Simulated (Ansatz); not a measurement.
We consider corundum Ga₂O₃ (metastable phase), described by RPBE (Ansatz, a quantum-chemistry and plane-wave program, PAW).

Run with plane-wave cutoff 520 eV, 8×8×8 k mesh, Fermi–Dirac smearing 0.01 eV, scalar-relativistic PAW data made under PBE.

Shape and atoms are relaxed at each volume.

Pressure at four volumes; x = ln(V/10.320 Å³). One pressure is withheld.

```json
[
 {"V (Å³/atom)": "9.907", "x": "-0.0408", "P (GPa)": "?"},
 {"V (Å³/atom)": "10.114", "x": "-0.0202", "P (GPa)": "3.90"},
 {"V (Å³/atom)": "10.320", "x": "0.0000", "P (GPa)": "0.01"},
 {"V (Å³/atom)": "10.733", "x": "0.0392", "P (GPa)": "-6.59"}
]
```

Pass a parabola P(x) through the three rows shown, estimate the bulk modulus and its pressure derivative near zero pressure, and predict the withheld pressure.

Slopes between the rows: (0.01 − (3.90))/(0.0000 − (-0.0202)) = -192.57 and (-6.59 − (0.01))/(0.0392 − (0.0000)) = -168.37 GPa. Their difference over the span 0.0594 is c = 24.20/0.0594 = 407.4 GPa, so P(x) = 3.90 + (-192.57)(x − (-0.0202)) + 407.4 (x − (-0.0202))(x − (0.0000)). At the middle row B = −dP/dx = −[-192.57 + 407.4 × 0.0202] = 184.3 GPa, and B′ = dB/dP = 2c/B = 4.4. At x = -0.0408 the parabola gives 8.21 GPa; the run gives 8.24 GPa. The Birch–Murnaghan fit to the energies at all volumes has B0 = 184 GPa and B′ = 4.5.

Measured, for comparison: bulk modulus 220 ± 9 GPa (room temperature, no zero-point or thermal correction, equation of state from high-pressure X-ray diffraction, our sources range from 220 to 252; as tabulated in Phys. Rev. B 77, 094123 (2008), gallium oxide under pressure (UNLV record)). Computed (rounded) less measured: bulk modulus not scored (sources differ).

Note: the bulk modulus comes from volumes at which shape and atoms were relaxed.
